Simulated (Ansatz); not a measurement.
Results of LDA in Ansatz (PAW) for PbTe (model structure, started from the litharge type, P4/nmm, No. 129, 4 atoms in the cell).

Settings: plane-wave cutoff 520 eV, 10×10×8 k mesh (along the axes of the cell as run), Fermi–Dirac smearing 0.05 eV, scalar-relativistic PAW data made under PBE.

Cell (relaxed at this level):

```
PbTe
1.0
    5.51001     0.00000     0.00000
    0.00000     5.51001     0.00000
    0.00000     0.00000     3.98495
Pb Te
2 2
Direct
  0.50000   0.00000   0.39919
  0.00000   0.50000   0.60081
  0.00000   0.00000   0.00000
  0.50000   0.50000   0.00000
```

Predict the bulk modulus.


- bulk modulus: 28.2 GPa

The run finds no gap.

Note: the bulk modulus is −V dP/dV from two relaxed cells at ±2 % in volume; the relaxation could raise the start's symmetry but not lower it, so the cell can be a saddle point.

Spin–orbit coupling is not included; it can open a gap where bands touch, and shift volumes and moduli.

The computed numbers hold no vibrational or temperature effects.

It cost about 26 core-minutes (a rough figure) of CPU time.

A model structure was made by putting elements into a prototype or built by hand; it is no filed structure, need not be a known phase, and can be a saddle point held by its symmetry.

Ansatz is a quantum-chemistry and plane-wave program.
